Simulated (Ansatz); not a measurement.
**Migration barriers: P vacancy in zinc-blende InP, charge state +3**

Defect: P vacancy in zinc-blende InP, charge state +3. Computed with PBE, PAW (plane waves to 420 eV; Ansatz, a program for electronic structure).

Settings: 64 host sites, the relaxed PBE lattice, one k-point at (0.250, 0.250, 0.250), smearing 0.05 eV, spin-restricted, no image-charge correction. Static, classical nuclei. PBE gaps are too small, and in this host the defect's levels may merge with the bands. The charge state is imposed; whether it is stable for some Fermi level was not computed. Forms of the defect that were not tried may lie lower.

Barriers: single points on a 2×2×2 k-point mesh shifted by half a step at the bands' geometries (they differ from the bands' own by up to 0.08 eV, and are uncertain by about as much).

| Route | Start site over the lowest site run (eV) | Hop (Å) | Forward barrier (eV) | Backward barrier (eV) | Neighbours at the start | Neighbours at the saddle | Saddle order | Forward, on the band's own sampling (eV) |
|---|---|---|---|---|---|---|---|---|
| one P atom jumps into the vacancy from a nearby P site (strongly reconstructed ends) | 0.00 | 4.31 | 1.73 | 1.73 | In at 2.51, 2 In at 2.58, In at 2.60 Å | In at 2.48, In at 2.94, In at 2.95, In at 3.00, In at 3.01 Å | not checked, on a symmetry element | 1.66 |

Paths come from climbing-image nudged elastic band runs.  A band can be held on a symmetry element, so unchecked saddle points there may be too high.

The whole set of runs took roughly 1.6 core-hours.
